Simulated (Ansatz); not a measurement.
# A computed series for NiSi: response to strain

Take NiSi (space group Pnma, No. 62; a = 5.119 Å, b = 3.342 Å, c = 5.563 Å; non-magnetic) as the base. Axes: x, y, z lie along a, b, c of the conventional cell.

Strains are applied to the cell and any free atomic positions relax; under biaxial strain the out-of-plane vector relaxes too.

Calculations: Kohn–Sham DFT with the r2SCAN functional, run in Ansatz (a first-principles code) with PAW and 500 eV plane waves, no spin-orbit coupling.

Notes on the quantities. pressure: mean of the normal stresses, compression positive.

```json
[
 {"case": "base", "pressure": "0.0 GPa", "volume per atom": "11.90 Å³"},
 {"case": "biaxial strain −1.74 %, plane normal [001], relaxed out of plane", "pressure": "3.7 GPa", "volume per atom": "11.71 Å³"},
 {"case": "biaxial strain −1.17 %, plane normal [001], relaxed out of plane", "pressure": "2.4 GPa", "volume per atom": "11.77 Å³"},
 {"case": "biaxial strain +1.07 %, plane normal [001], relaxed out of plane", "pressure": "…", "volume per atom": "…"},
 {"case": "biaxial strain +4.33 %, plane normal [001], relaxed out of plane", "pressure": "-7.6 GPa", "volume per atom": "12.40 Å³"}
]
```

Q: Some entries are withheld; estimate them.

A: 
- biaxial strain +1.07 %, plane normal [001], relaxed out of plane, pressure: -2.1 GPa
- biaxial strain +1.07 %, plane normal [001], relaxed out of plane, volume per atom: 12.02 Å³

Without a gap, meshes like the base's 9×14×9 leave anisotropic stresses uncertain by several tenths of a GPa, and small strain energies with them. No phonon test of stability was made. Starting moments died away, wholly or in part, for the base; another magnetic solution may exist. All final runs are without spin polarisation.
